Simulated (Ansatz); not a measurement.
# Enthalpy of formation of some intermetallic compounds

Method: r²SCAN (plane waves, PAW; Ansatz, a first-principles code). References are measured values at room or unstated temperature, uncorrected unless marked, so that the deviations hold thermal and zero-point effects besides the level's error. The table is a random draw of 6 from 14 solids with such references.

Values in eV/atom.

```csv
solid,reference,r²SCAN,deviation (eV/atom)
L1₀ (CuAu-type) FePt,-0.238,-0.340,-0.102
"TiAl3 (I4/mmm, No. 139)",-0.379,-0.436,-0.057
CsCl-type CoAl,-0.537,-0.542,-0.005
L1₀ (CuAu-type) CuAu,-0.093,-0.054,+0.039
L1₂ (Cu3Au-type) Ni3Al,-0.420,-0.424,-0.004
CsCl-type CuZn,-0.124,-0.108,+0.016
```

Over these 6 solids the mean deviation is -0.019 eV/atom, the mean absolute deviation 0.037 eV/atom (median 0.028 eV/atom), and the worst case L1₀ (CuAu-type) FePt at -0.102 eV/atom; the value is too low in 4 of 6 cases. Over all 14, from unrounded values, the mean deviation is -0.005 eV/atom and the mean absolute deviation 0.065 eV/atom (median 0.048 eV/atom). Caveats on values not shown: symmetry holds this phase in the static calculation, where it need not be a minimum (2).

Spin–orbit coupling is left out, also for the solids with elements from indium on (L1₀ (CuAu-type) FePt, L1₀ (CuAu-type) CuAu); its size isn't shown.

Formation is from the elements' reference phases, gases as molecules.

Differences are worked out from the printed values.

The solid named is at each level's own relaxed cell; a reference phase can be a single point on another level's cell. Caveats: the magnetic order was assumed, not searched for or taken from measurement (CsCl-type CoAl). Ansatz's density-functional and Hartree–Fock values are scalar-relativistic unless marked +SOC, with PAW data made under PBE.

Run without spin polarisation: TiAl3. Meta-GGAs and exact exchange favour moments, which can bear on L1₀ (CuAu-type) FePt, CsCl-type CoAl, L1₂ (Cu3Au-type) Ni3Al.

Density-functional runs with spin start from parallel moments for L1₀ (CuAu-type) FePt, parallel moments for CsCl-type CoAl, parallel moments for L1₂ (Cu3Au-type) Ni3Al.

Not in this set, of the intermetallic compounds with a reference value in our tables and a result at some level: 150 for no value at r²SCAN (not run, a failed fit, an unstable or unbound cell, or a value held back for tests); 67 for a reference of another kind, counted apart; 4 for a run that ended without the magnetic order (r²SCAN); 1 for a run that failed a test (r²SCAN). These can be a level's best or worst cases. At least 23 more with a reference value are held back for tests. Solids without a released value at any level aren't counted. Sums of energies from LAMMPS, tight-binding programs and other DFT programs aren't taken. Layered and molecular crystals are counted apart.

References as tabulated in Wang et al. (2021), doi:10.1038/s41598-021-94550-5; Nepal et al. (2019), arXiv:1905.09348; Nepal et al. (2020), arXiv:2007.11150.
